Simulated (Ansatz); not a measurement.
```
MgO
1.0
    0.00000     2.13172     2.13172
    2.13172     0.00000     2.13172
    2.13172     2.13172     0.00000
O Mg
1 1
Direct
  0.00000   0.00000   0.00000
  0.50000   0.50000   0.50000
```

No spin polarisation.

Computed with PBE (Ansatz, a first-principles code; PAW; 420 eV plane waves; without spin-orbit coupling). k-mesh 13×13×13 (Γ-centred); smearing 0.05 eV (Fermi–Dirac).

Question: Predict the width of the top valence band, band gap and electron mass.

Answer: Width of the top valence band: 1.70 eV
Band gap: 4.40 eV
Electron mass: 0.33 mₑ (at Γ)

Load acts through the strain it causes; cell and atoms are relaxed under it. Effective masses come from finite differences of ±0.01 Å⁻¹. No phonon test of stability was made. The cell was made from MgO in the rock salt structure (space group Fm-3m, No. 225) by this change: pressure −1 GPa.
